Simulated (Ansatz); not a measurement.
Data:

```yaml
crystal:
  lattice:
    - [3.99403, 0.00000, 0.00000]
    - [0.00000, 3.99403, 0.00000]
    - [0.00000, 0.00000, 4.03238]
  atoms:
    - { symbol: Ba, position: [0.00000, 0.00000, 0.00000] }
    - { symbol: Ti, position: [0.50000, 0.50000, 0.50000] }
    - { symbol: O, position: [0.00000, 0.50000, 0.50000] }
    - { symbol: O, position: [0.50000, 0.50000, 0.00000] }
    - { symbol: O, position: [0.50000, 0.00000, 0.50000] }
```

No spin polarisation.

The values are results of Ansatz (a program for electronic structure) r2SCAN, no SOC, not measurements. Γ-centred 8×8×8 mesh, Fermi–Dirac width 0.05 eV.

Task: Predict the band gap, gap character and smallest direct gap.

Result: 
```json
{
  "band_gap": "2.13 eV",
  "gap_character": "indirect, A → Γ",
  "smallest_direct_gap": "2.26 eV"
}
```

The cells carry an imposed strain or load. Whether these cells are dynamically stable was not tested. The final runs are not spin-polarised. The cell was made from BaTiO₃ in the cubic perovskite structure (space group Pm-3m, No. 221) by this change: uniaxial strain ε_zz = +0.96 %. Many cubic perovskites are stable only at high temperature; tilts and polar distortions were not tested. This is not the structure that BaTiO3 has at room temperature and ambient pressure.
